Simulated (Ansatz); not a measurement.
Reference: InAs (F-43m), HSE06, rigid bands (plane waves, PAW, scalar-relativistic; Ansatz, an electronic-structure program); geometry: cell and atoms relaxed with PBEsol.

```cif
data_As4In4
_chemical_formula_sum 'In4 As4'
_space_group_name_H-M_alt 'F-43m'
_space_group_IT_number 216
_space_group_name_Hall 'F -4 2 3'
_cell_length_a 6.08814
_cell_length_b 6.08814
_cell_length_c 6.08814
_cell_angle_alpha 90.000
_cell_angle_beta 90.000
_cell_angle_gamma 90.000
loop_
_atom_site_label
_atom_site_type_symbol
_atom_site_symmetry_multiplicity
_atom_site_Wyckoff_symbol
_atom_site_fract_x
_atom_site_fract_y
_atom_site_fract_z
_atom_site_occupancy
In1 In 4 c 0.25000 0.25000 0.25000 1
As1 As 4 a 0.00000 0.00000 0.00000 1
```
(The calculation used a cell of 2 atoms; values per cell refer to that cell.)

- band gap = 0.42 eV
- electron conductivity mass = 0.031 mₑ
- Seebeck coefficient, n-type 1e19 cm⁻³ = -31 μV/K

### Question
Swap In for Ga, keeping the structure type. How do these values move?

### Answer
GaAs (F-43m): volume per atom 28.2 to 22.7 Å³; band gap rises (0.42 eV to 1.40 eV); electron conductivity mass rises (0.031 mₑ to 0.070 mₑ); Seebeck coefficient, n-type 1e19 cm⁻³ rises in size (-31 μV/K to -50 μV/K).

### Question
Swap As for P, keeping the structure type. How do these values move?

### Answer
InP (F-43m): volume per atom 28.2 to 25.4 Å³; band gap rises (0.42 eV to 1.44 eV); electron conductivity mass rises (0.031 mₑ to 0.095 mₑ); Seebeck coefficient, n-type 1e19 cm⁻³ rises in size (-31 μV/K to -61 μV/K).

### Question
Replace In by Al on the same sites and relax. What happens?

### Answer
AlAs (F-43m): volume per atom 28.2 to 22.8 Å³; band gap rises (0.42 eV to 2.09 eV); electron conductivity mass rises (0.031 mₑ to 0.32 mₑ); Seebeck coefficient, n-type 1e19 cm⁻³ rises in size (-31 μV/K to -260 μV/K).

Moves up to 5 % count as about the same. Masses are for dilute carriers at 300 K, harmonic means over directions unless an axis is named. Seebeck coefficients are for the stated density at 300 K, with one relaxation time for all states and whether or not that doping can be reached. Spin-orbit coupling is left out.
